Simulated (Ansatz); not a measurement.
## MoSi2 under a change: pressure −1 GPa

Consider MoSi$_{2}$ (space group I4/mmm, No. 139; a = 3.190 Å, c = 7.821 Å).

Perturbation: a negative pressure, −1 GPa.

Level of theory: PBEsol, PAW, 420 eV (Ansatz, an electronic-structure program; no spin-orbit coupling). Settings: 20×20×20 k-points, 0.05 eV Fermi–Dirac smearing.

```tsv
quantity	base	changed	shift
volume per atom	13.27 Å³	13.33 Å³	+0.06 Å³
lattice parameter a	319.0 pm	319.5 pm	+0.5 pm
c/a ratio	2.451	2.451	-0.0007
shortest interatomic distance	257.9 pm	258.2 pm	+0.3 pm
enthalpy H = E + PV relative to the base's energy	–	-0.08 eV/atom	–
band gap	zero	zero	–
```

Load acts through the strain it causes; cell and atoms are relaxed under it. Whether these cells are dynamically stable was not tested. The final runs are not spin-polarised.
